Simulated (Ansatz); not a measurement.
Reference: HgF₂ (Fm-3m), PBEsol, rigid bands (plane waves, PAW, scalar-relativistic; Ansatz, an electronic-structure program); axes and stresses refer to this cell.

```yaml
crystal:
  lattice:
    - [0.00000, 2.76951, 2.76951]
    - [2.76951, 0.00000, 2.76951]
    - [2.76951, 2.76951, 0.00000]
  atoms:
    - { symbol: Hg, position: [0.00000, 0.00000, 0.00000] }
    - { symbol: F, position: [0.75000, 0.75000, 0.75000] }
    - { symbol: F, position: [0.25000, 0.25000, 0.25000] }
```

* **hole conductivity mass**: 3.6 mₑ
* **Seebeck coefficient, p-type 1e19 cm⁻³**: 609 μV/K
* **band gap**: 0.80 eV

Problem. Change: spin-orbit coupling switched on. What happens to hole conductivity mass, Seebeck coefficient, p-type 1e19 cm⁻³, band gap?

Solution. hole conductivity mass falls to 2.5 mₑ; Seebeck coefficient, p-type 1e19 cm⁻³ falls to 402 μV/K; band gap falls to 0.38 eV.

Masses are for dilute carriers at 300 K, harmonic means over directions unless an axis is named. Seebeck coefficients are for the stated density at 300 K, with one relaxation time for all states and whether or not that doping can be reached. Spin-orbit coupling is left out unless a row names it; without it the gap and masses of crystals with these elements can be far off. 

Formula and space group known from diffraction (Crystallography Open Database), not checked to be the room-temperature form: HgF2 (Fm-3m).
